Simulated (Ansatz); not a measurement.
# What isotropic strain +2.00 % does to C

The parent structure is C in the diamond structure (space group Fd-3m, No. 227; a = 3.5538 Å).

The change: every lattice vector is stretched by 2.00 %, atoms relaxed at fixed cell.

Level of theory: Ansatz (a quantum-chemistry and plane-wave program) PBEsol, spin-orbit coupling left out. Settings: 16×16×16 k-points, 0.05 eV Fermi–Dirac smearing.

The volume per atom rises by 0.34 Å³ to 5.95 Å³ and the space group is still Fd-3m (No. 227). The shortest interatomic distance goes up by 0.031 Å (1.539 Å → 1.570 Å) and the energy grows by 27 meV/atom. The pressure goes from zero to -239.5 kbar and the band gap drops by 0.129 eV to 3.91 eV. The smallest direct gap drops by 0.16 eV, from 5.57 eV to 5.41 eV and the electron mass stays 1.6 mₑ along k, 0.29 mₑ across (off the special points). The hole mass (degenerate bands, along [100]) becomes 0.30, 0.30, 0.50 mₑ (at Γ) (base: 0.29, 0.29, 0.52 mₑ (at Γ)).

Final structure:

```yaml
crystal:
  lattice:
    - [0.00000, 1.81244, 1.81244]
    - [1.81244, 0.00000, 1.81244]
    - [1.81244, 1.81244, 0.00000]
  atoms:
    - { symbol: C, position: [0.00000, 0.00000, 0.00000] }
    - { symbol: C, position: [0.25000, 0.25000, 0.25000] }
```

Cost of the whole job for the changed cell (relaxation, final SCF and bands): around 4 core-seconds (rough).

Effective masses come from finite differences of ±0.01 Å⁻¹. Along k means along the line from Γ to the band edge. Whether these cells are dynamically stable was not tested.
